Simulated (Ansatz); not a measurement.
The starting structures come from a database of crystals and need not be the phases stable at ambient conditions.

**Evanescent states of Na$_{3}$InCl$_{6}$ (P-31c, not sure to be the ambient phase, 20 atoms a cell, 25.5 Å³ an atom) along the normal of (001)**

The numbers are results of r2SCAN (plane waves, PAW; Ansatz, a first-principles code), not measurements.

The gap is the functional's own, uncorrected, and κ follows it; spin-orbit coupling is left out. Mid-gap values are interpolated between the computed energies.

Energies count from the valence-band top; κ is the least over a 6×6 mesh across the current.

```tsv
E (eV)	κ (1/Å)	where
0.10	0.158	Γ
0.32	0.219	Γ
0.53	0.259	Γ
0.73	0.289	Γ
0.94	0.312	Γ
1.16	0.330	Γ
1.36	0.344	Γ
1.57	0.354	Γ
1.78	0.361	Γ
2.00	0.366	Γ
2.21	0.368	Γ
2.42	0.367	Γ
2.62	0.364	Γ
2.83	0.358	Γ
3.04	0.350	Γ
3.25	0.338	Γ
3.46	0.323	Γ
3.67	0.302	Γ
3.88	0.276	Γ
4.09	0.239	Γ
4.30	0.183	Γ
4.51	0.058	Γ
```

Task: How thick must the barrier be to attenuate the transmission by 10^8 when the electrodes' Fermi level lies at 1.16 eV, and what attenuation does that film give at 1.78 eV?

Result: d = 8 ln 10 / (2 × 0.330) = 27.9 Å. At 1.78 eV it gives 8 × 0.361/0.330 = 8.8 decades.
